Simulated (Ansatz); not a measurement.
System: Hf2C (model structure, started from the Cu2Sb type, P4/nmm, No. 129, 6 atoms in the cell). Method: LDA in Ansatz (PAW).

Settings: plane-wave cutoff 520 eV, 12×12×8 k mesh (along the axes of the cell as run), Fermi–Dirac smearing 0.05 eV, scalar-relativistic PAW data made under PBE.

Cell (relaxed at this level):

Space group P4/nmm, origin choice 1 (No. 129); a = b = 3.545 Å, c = 6.746 Å, α = β = γ = 90.00°

| atom | site | symmetry | x | y | z |
|---|---|---|---|---|---|
| Hf | 2a | -4m2 | 0.0000 | 0.0000 | 0.0000 |
| Hf | 2c | 4mm | 0.5000 | 0.0000 | 0.3694 |
| C | 2c | 4mm | 0.0000 | 0.5000 | 0.2718 |

Problem. Give the computed bulk modulus.

Solution. 
- bulk modulus: 192 GPa

The run finds no gap.

Note: the bulk modulus is −V dP/dV from two relaxed cells at ±2 % in volume; the relaxation could raise the start's symmetry but not lower it, so the cell can be a saddle point.

Spin–orbit coupling is not included; it can open a gap where bands touch, and shift volumes and moduli.

The computed numbers hold no vibrational or temperature effects.

A model structure was made by putting elements into a prototype or built by hand; it is no filed structure, need not be a known phase, and can be a saddle point held by its symmetry.

Ansatz is an electronic-structure program.
